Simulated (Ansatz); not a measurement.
# What uniaxial strain ε_zz = +1.00 % does to Sc

Start from Sc in the hcp (Mg type) structure (space group P6_3/mmc, No. 194; a = 3.318 Å, c = 5.186 Å; relaxed with 0.1 eV smearing). Axes: x lies along a and z along c of the hexagonal cell.

One thing is altered: the cell is stretched by 1.00 % along z with no lateral relaxation; the atoms relax in the strained cell.

Computed with PBE in Ansatz (plane waves to 420 eV, PAW, no spin-orbit coupling). Settings: 20×20×11 k-points, 0.1 eV Fermi–Dirac smearing.

The shortest interatomic distance goes up by 2.1 pm, from 322.4 pm to 324.5 pm and the energy rises by 0.7 meV/atom. The band gap is still zero and the stress (xx, yy, zz, yz, xz, xy; compression positive) is (-0.3, -0.3, -1.0, 0.0, 0.0, 0.0) GPa.

Cost of the whole job for the changed cell (relaxation, final SCF and bands): around 24 core-seconds (rough).

Stability against distortions was not tested. The final runs are not spin-polarised.

Ansatz is a quantum-chemistry and plane-wave program.
